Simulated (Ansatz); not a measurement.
The starting structures come from a database of crystals and need not be the phases stable at ambient conditions.

 Where the default PAW files enter, the runs use the earlier of Ansatz's two default sets.

**Evanescent states of GeS$_{2}$ (P4_2/nmc, not sure to be the ambient phase, 6 atoms a cell, 22.0 Å³ an atom) along the normal of (110)**

All values below come from PBEsol (plane waves, PAW; Ansatz, a first-principles code).

The gap is the functional's own. No spin-orbit coupling. Mid-gap values are interpolated on the energy grid.

Energies count from the valence-band top; κ is the least over a 6×4 mesh across the current.

```csv
E (eV),κ (1/Å),where
0.03,0.095,off Γ
0.09,0.120,Γ
0.15,0.126,Γ
0.21,0.130,Γ
0.27,0.132,Γ
0.33,0.132,Γ
0.39,0.131,Γ
0.45,0.129,Γ
0.51,0.125,Γ
0.57,0.119,Γ
0.63,0.112,Γ
0.69,0.104,Γ
0.75,0.093,Γ
0.81,0.079,Γ
0.87,0.061,Γ
0.93,0.031,Γ
```

Problem. How thick must the barrier be to attenuate the transmission by 10^4 when the electrodes' Fermi level lies at 0.21 eV, and what attenuation does that film give at 0.75 eV?

Solution. d = 4 ln 10 / (2 × 0.130) = 35.4 Å. At 0.75 eV it gives 4 × 0.093/0.130 = 2.9 decades.
